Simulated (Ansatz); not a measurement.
A computed series for WSi2: point defects

The reference is a 15-atom supercell of WSi2 (space group I4/mmm, No. 139; a = 3.229 Å, c = 7.867 Å) at its relaxed geometry.

One neutral defect a cell, atoms relaxed at fixed cell.

Computed with PBE (Ansatz, a first-principles code; PAW; 420 eV plane waves; spin-orbit coupling left out).

| change | pressure | largest displacement of a host atom from its site in the perfect cell |
|---|---|---|
| perfect supercell | 0.0 GPa | – |
| W vacancy | -3.0 GPa | 0.09 Å |
| W interstitial (started 1.75 Å from the nearest host atom) | ? | 1.55 Å |
| Si interstitial (started 1.75 Å from the nearest host atom) | 24.0 GPa | ? |

Problem. What belongs in the blanks?

Solution. 
- W interstitial (started 1.75 Å from the nearest host atom), pressure: 32.6 GPa
- Si interstitial (started 1.75 Å from the nearest host atom), largest displacement of a host atom from its site in the perfect cell: 0.45 Å

The cell is small, so the values are those of an ordered compound at a high defect concentration; dilute-limit values will differ. The final runs are not spin-polarised.
